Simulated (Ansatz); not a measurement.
We consider SiSe2 (Ibam, No. 72, 6 atoms in the cell; start mp-1179443), described by PBEsol in Ansatz (plane waves, PAW).

Numerical settings: plane-wave cutoff 500 eV, 10×10×10 k mesh, gaussian smearing 0.02 eV, scalar-relativistic PAW data made under PBE.

Cell (relaxed at this level):

```yaml
crystal:
  lattice:
    - [-3.15088, 4.65078, 2.92768]
    - [3.15088, -4.65078, 2.92768]
    - [3.15088, 4.65078, -2.92768]
  atoms:
    - { symbol: Si, position: [0.75000, 0.75000, 0.00000] }
    - { symbol: Si, position: [0.25000, 0.25000, 0.00000] }
    - { symbol: Se, position: [0.37174, 0.70522, 0.07696] }
    - { symbol: Se, position: [0.62826, 0.29478, 0.92304] }
    - { symbol: Se, position: [0.12826, 0.20522, 0.33348] }
    - { symbol: Se, position: [0.87174, 0.79478, 0.66652] }
```

Q: Estimate the band gap that the calculation returns.

A: 
- band gap: 1.66 eV (on the SCF k mesh)

Note: the relaxation could not lower the start's symmetry, so the cell can be a saddle point above a distorted one.

Spin–orbit coupling is not included.

The computed numbers hold no vibrational or temperature effects.

A start named mp-… is a Materials Project structure, which need not be a measured phase.

Ansatz is a quantum-chemistry and plane-wave program.
